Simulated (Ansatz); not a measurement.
PBE against PBEsol: hypothetical I-43d Si3P4, pressure −2 GPa

The parent structure is Si₃P₄ (space group I-43d, No. 220; a = 8.0826 Å; a hypothetical phase, not in the database extracts checked).

(Cell as relaxed with PBE.)

Levels (all Ansatz, an electronic-structure program, PAW): PBE (420 eV, without spin-orbit coupling); PBEsol (420 eV, without spin-orbit coupling).

Each level relaxes its own structure.

```csv
base,PBE,PBEsol
volume per atom,18.86 Å³,17.98 Å³
lattice parameter a,8.083 Å,7.956 Å
band gap,zero,zero
```

Perturbation: hydrostatic tension (pressure −2 GPa).

```json
[
 {"quantity": "volume per atom", "PBE": "19.49 Å³", "PBEsol": "(withheld)"},
 {"quantity": "band gap", "PBE": "zero", "PBEsol": "(withheld)"}
]
```

What does PBEsol give?


- volume per atom, PBEsol: 18.61 Å³
- band gap, PBEsol: zero

PBE's volume per atom lies 0.88 Å³ above PBEsol's (4.7 %); the two agree on the band gap. Neither level is exact; PBEsol is the comparison here, not a measurement.

Load acts through the strain it causes; cell and atoms are relaxed under it. Whether these cells are dynamically stable was not tested. All final runs are without spin polarisation. A zero or small gap of Si3P4 can be the functional's error rather than a property of the material.
